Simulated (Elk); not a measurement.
Band structure of WSi2 (I4/mmm, 3 atoms in the cell).

```
WSi2
1.0
   -1.62875     1.62875     3.97294
    1.62875    -1.62875     3.97294
    1.62875     1.62875    -3.97294
Si W
2 1
Cartesian
  0.00000   0.00000   5.28401
  0.00000   0.00000   2.66187
  0.00000   0.00000   0.00000
```

Method of the run: PBE, all-electron FP-LAPW, Elk's shipped species files, APW+lo basis with extra local orbitals run with Elk 10.2.4.

Settings: xctype = 20; rgkmax = 8; stype = 0; swidth = 0.00183747 Ha; ngridk = 14 14 14; gmaxvr = 14 1/bohr; nxlo = 2; lorbcnd = true; lmaxi = 2; maxscl = 100.

The starting cell has typed, rounded lattice constants, without a prior relaxation at this level. Its lattice was rescaled by a random factor within 2.5 % of one. Spin-orbit coupling is off. Spin polarisation is off. Values depend on the basis (sphere radii, cutoffs, local orbitals), which need not be converged.

Levels in eV from the Fermi level, bands 15 to 22:
```
point     15     16     17     18     19    20    21    22
-----  -----  -----  -----  -----  -----  ----  ----  ----
Γ      -3.14  -2.72  -2.72   0.58   2.52  2.96  2.96  3.09
X      -5.48  -4.84  -3.10  -1.75   2.64  2.79  2.93  3.75
Y      -4.97  -4.02  -2.97  -2.27   1.85  2.05  2.84  4.93
S      -2.91  -2.59  -2.39  -0.28   1.76  2.45  3.48  4.23
Z      -2.45  -0.82  -0.82  -0.48  -0.48  0.74  4.32  4.40
S1     -2.91  -2.59  -2.39  -0.28   1.76  2.45  3.48  4.23
N      -4.73  -2.68  -2.62  -0.39   2.54  2.74  3.80  4.08
P      -6.32  -2.97  -2.36  -2.36  -0.04  2.79  3.39  3.99
Y1     -4.97  -4.02  -2.97  -2.27   1.85  2.05  2.84  4.93
```

Bands cross the Fermi level along this path, so the cell is metallic at this level.
